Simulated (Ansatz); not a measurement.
## Pressure series in CdO

Start from CdO in the rock salt structure (space group Fm-3m, No. 225; a = 4.690 Å).

Cell and atoms are relaxed at each pressure.

Calculations: plane-wave PAW DFT at the PBEsol level (Ansatz, a first-principles code, 420 eV), no spin-orbit coupling.

```tsv
pressure (GPa)	volume per atom (Å³/atom)
-2	13.082
-1	12.988
0	12.897
1.8	12.743
4.2	12.553
9	12.214
18	11.693
30	?
60	10.192
```

Fit the third-order Birch–Murnaghan form P(V) = (3B₀/2)[(V₀/V)^(7/3) − (V₀/V)^(5/3)]·[1 + (3/4)(B₀′ − 4)((V₀/V)^(2/3) − 1)] (squares taken in P) to the rows shown and predict the withheld row.

Least squares on the printed values gives V₀ = 12.897 Å³/atom, B₀ = 145 GPa, B₀′ = 4.7; this predicts 11.147 Å³/atom, and the run gives 11.148 Å³/atom, in agreement.

Measured bulk modulus of CdO: 147 GPa (temperature not stated; as listed in Priya Gopal et al., Physical Review B (2015)); the computed value is for a static lattice, so the two differ by thermal effects too.

A case with no gap was solved on a k-mesh chosen for an insulator, which is coarse for it. Load acts through the strain it causes; cell and atoms are relaxed under it. No phonon test of stability was made. No other phases were tried under pressure. All final runs are without spin polarisation.
